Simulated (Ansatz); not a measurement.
# TiB2, pressure series

Consider TiB2 (space group P6/mmm, No. 191; a = 2.9939 Å, c = 3.1595 Å).

Cell and atoms are relaxed at each pressure.

Calculations: Kohn–Sham DFT with the LDA functional, run in Ansatz (a quantum-chemistry and plane-wave program) with PAW and 420 eV plane waves, spin-orbit coupling left out.

Two rows of this table had their results exchanged by mistake.

| pressure | volume per atom (Å³) | shortest distance (Å) | band gap |
|---|---|---|---|
| pressure −2 GPa | 8.24 | 1.732 | zero |
| pressure −1 GPa | 8.21 | 1.730 | zero |
| pressure 0.9 GPa | 8.15 | 1.727 | zero |
| pressure 2.1 GPa | 8.11 | 1.725 | zero |
| pressure 4.5 GPa | 8.05 | 1.721 | zero |
| pressure 9 GPa | 7.46 | 1.683 | zero |
| pressure 15 GPa | 7.78 | 1.704 | zero |
| pressure 22.5 GPa | 7.62 | 1.693 | zero |
| pressure 30 GPa | 7.93 | 1.713 | zero |

Task: Which two?

Result: The rows for pressure 9 GPa and pressure 30 GPa: the volume has to fall steadily with pressure, so 7.93 Å³ belongs to pressure 9 GPa and 7.46 Å³ to pressure 30 GPa.

A case with no gap was solved on a k-mesh chosen for an insulator, which is coarse for it. Load acts through the strain it causes; cell and atoms are relaxed under it. Whether these cells are dynamically stable was not tested. No other phases were tried under pressure. All final runs are without spin polarisation.
